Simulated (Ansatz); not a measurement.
Output of an Ansatz run (abridged):

```
WARN ansatz: RAYON_NUM_THREADS=1 ignored (pool sized by the plan → 1); use --threads N
Pseudopotentials: kind: paw
Pseudopotential: Ni, paw, valence charge 18
Pseudopotential: Sn, paw, valence charge 14
Crystal: 4 atoms, lattice volume = 49.975 Å³
Basis set: ecut = 420.4159175005146 eV, 941 PW (Γ)
Bands: 41, of which v1, the nominal top of the filled ones, is band 34 counted from 1 (33 counted from 0)
Symmetry: 48 space group operations
Space group: Fm-3m (ITA 225), of the structure as read, at distance tolerance 3.7e-5 Å
k-points: 47 of 1000
PAW frozen core: Ni, regenerated for the run's functional, and the local potential with it
PAW frozen core: Sn, regenerated for the run's functional, and the local potential with it
Initial density: superposition of atomic densities (neutral atoms: chi_scale 0, normalization atom), corrected by the library's trained network
Initial wavefunctions: pseudopotential atomic-orbital guess
Eigensolver: davidson
Functional: x = slater, c = lda
SCF iter   1: F=—  HF=-23200.390228 eV  |F-HF|=—  |Δ(HF+E_count)|=         —  Δρ=2.42e-2  dr2=1.48e-1  ethr=1.77e-3  ⟨swp⟩=5.7  Hψ=6900  notcnv=0  defer=10
all-band conjugate gradients solve this SCF's bands
preconditioner: auto → Kerker (q_TF=auto, 2.872 Å⁻¹)
SCF iter   2: F=—  HF=-23200.364615 eV  |F-HF|=—  |Δ(HF+E_count)|=   2.56e-2  Δρ=6.33e-3  dr2=1.09e-2  ethr=2.18e-4  ⟨swp⟩=2.3  Hψ=3416  notcnv=0  defer=48
SCF iter   3: F=—  HF=-23200.362710 eV  |F-HF|=—  |Δ(HF+E_count)|=   1.90e-3  Δρ=2.11e-3  dr2=1.48e-3  ethr=1.60e-5  ⟨swp⟩=1.3  Hψ=2073  notcnv=0  defer=48
SCF iter   4: F=—  HF=-23200.362388 eV  |F-HF|=—  |Δ(HF+E_count)|=   3.22e-4  Δρ=3.48e-4  dr2=5.94e-5  ethr=2.17e-6  ⟨swp⟩=2.4  Hψ=2943  notcnv=0  defer=48
SCF iter   5: F=—  HF=-23200.362390 eV  |F-HF|=—  |Δ(HF+E_count)|=   2.42e-6  Δρ=1.31e-4  dr2=1.22e-5  ethr=8.73e-8  ⟨swp⟩=2.3  Hψ=2952  notcnv=0  defer=48
SCF iter   6: F=—  HF=-23200.362386 eV  |F-HF|=—  |Δ(HF+E_count)|=   4.60e-6  Δρ=5.07e-5  dr2=1.15e-6  ethr=1.80e-8  ⟨swp⟩=2.0  Hψ=2384  notcnv=0  defer=48
SCF iter   7: F=-23200.362386 eV  HF=-23200.362386 eV  |F-HF|=9.24e-8  |Δ(HF+E_count)|=   1.32e-7  Δρ=1.16e-5  dr2=9.54e-8  ethr=1.47e-10  ⟨swp⟩=7.8  Hψ=9762  notcnv=0
SCF 1 converged in 7 iterations: F = -23200.362386 eV  dr2 = 9.54e-8
SCF converged after 7 iterations
Free energy (F): -23200.362386 eV
Harris-Foulkes:  -23200.362386 eV  (|F-HF|=9.24e-8)
Internal energy: -23200.269297 eV  (E = F + TS)
E sigma→0 (E₀):  -23200.315841 eV
Entropy (-TS):   -0.093089 eV (-23.272 meV/atom)
Fermi energy:    17.831639 eV
--- Per-component energies (eV) ---
  E_band       = -831.219731
  E_kinetic    = 1050.261189
  E_local      = -11418.304634  (includes V_loc(G=0)·N_el)
  E_nonlocal   = 1904.635774
  E_hartree    = 5013.409554
  E_xc         = -633.500742
  E_vxc        = -428.468367  (∫ρ·V_xc dr)
  E_paw        = -8703.498926  (= ΣΔE_a)
  E_vpaw       = -1966.178326  (= ΣTr[D̂ρ^β])
  E_aug_tail   = 0.001274  (compensation charges beyond the density's cutoff)
  E_ewald      = -10415.000046
  E_core_change = 1.727260  (= ΣΔE_core)
  E_smearing   = -0.093089  (= −TS)
  E_closure    = 0.000000  (closes the sum)
  Σ components = -23200.362386   (vs F -23200.362386, Δ=0.00e0)
--- Forces (eV/Å), atoms counted from 1 ---
  atom   1  Ni     0.00000000     0.00000000     0.00000000
   [... zero for the other atoms too ...]
  max |Σ_I F_I| component: 3.70e-17 eV/Å
--- Stress (GPa, compression-positive) ---
       -6.025107       0.000000       0.000000
       -0.000000      -6.025107      -0.000000
        0.000000      -0.000000      -6.025107
  P = ⅓ Tr σ = -6.0251 GPa (-60.251 kbar)
  The stress holds the Pulay correction. Without it, at fixed plane waves, as pw.x and ABINIT print it: P = -6.1582 GPa
--- Band table (eV; the first three rows and the last of 47) ---
  k-point 0: bands = ["-84.3068", "-84.3026", "-84.0372", "-45.1650", "-45.1650", "-45.1650", "-45.1538", "-45.1538", "-45.1538", "-44.8766", "-44.8766", "-44.8766", "-3.3907", "-3.3907", "-3.3907", "-3.3225", "-3.3225", "6.3106", "14.1119", [...]
  k-point 1: bands = ["-84.3067", "-84.3027", "-84.0373", "-45.1657", "-45.1649", "-45.1649", "-45.1541", "-45.1541", "-45.1529", "-44.8768", "-44.8764", "-44.8764", "-3.3909", "-3.3894", "-3.3894", "-3.3218", "-3.3218", "6.4440", "13.9477", [...]
  k-point 2: bands = ["-84.3063", "-84.3030", "-84.0374", "-45.1665", "-45.1647", "-45.1647", "-45.1547", "-45.1547", "-45.1518", "-44.8774", "-44.8760", "-44.8760", "-3.3914", "-3.3861", "-3.3861", "-3.3199", "-3.3199", "6.8371", "13.4234", [...]
  k-point 46: bands = ["-84.3046", "-84.3042", "-84.0379", "-45.1766", "-45.1674", "-45.1659", "-45.1571", "-45.1465", "-45.1460", "-44.8789", "-44.8760", "-44.8730", "-3.3957", "-3.3799", "-3.3622", "-3.3289", "-3.3065", "9.4911", "12.0961", [...]
```

The structure:

```
CELL_PARAMETERS angstrom
      0.00000     2.92353     2.92353
      2.92353     0.00000     2.92353
      2.92353     2.92353     0.00000
ATOMIC_POSITIONS crystal
  Ni 0.50000 0.50000 0.50000
  Ni 0.25000 0.25000 0.25000
  Ni 0.75000 0.75000 0.75000
  Sn 0.00000 0.00000 0.00000
```

What input produced this log?

Other spellings and defaults could give the same log, and not every line can be read from it. The input that was run (DFT, LDA (PW92), plane waves, default PAW files made with PBE):

Ansatz 0.2 input:
```yaml
crystal:
  lattice:
    - [0.00000000, 2.92353300, 2.92353300]
    - [2.92353300, 0.00000000, 2.92353300]
    - [2.92353300, 2.92353300, 0.00000000]
  atoms:
    - { symbol: Ni, position: [0.50000000, 0.50000000, 0.50000000] }
    - { symbol: Ni, position: [0.25000000, 0.25000000, 0.25000000] }
    - { symbol: Ni, position: [0.75000000, 0.75000000, 0.75000000] }
    - { symbol: Sn, position: [0.00000000, 0.00000000, 0.00000000] }
basis:
  ecutwfc: 30.9 Ry
kpoints:
  mp_grid: { grid: [10, 10, 10] }
hamiltonian:
  xc: lda
  pseudopotentials: { kind: paw }
scf:
  occupations: { method: fermi_dirac, width: 0.0073 Ry }
output:
  forces: true
  eigenvalues: true
  stress: true
```

The starting cell comes from a database of computed structures (which also holds hypothetical and non-ambient phases and stackings), without a prior relaxation at this level. Its lattice was rescaled by up to half a per cent. Spin polarisation is off. With a pressure of about -6 GPa the cell is away from its equilibrium volume at this level. Ansatz's pressure includes its estimate of the finite-basis (Pulay) stress.

Ansatz is an electronic-structure program.
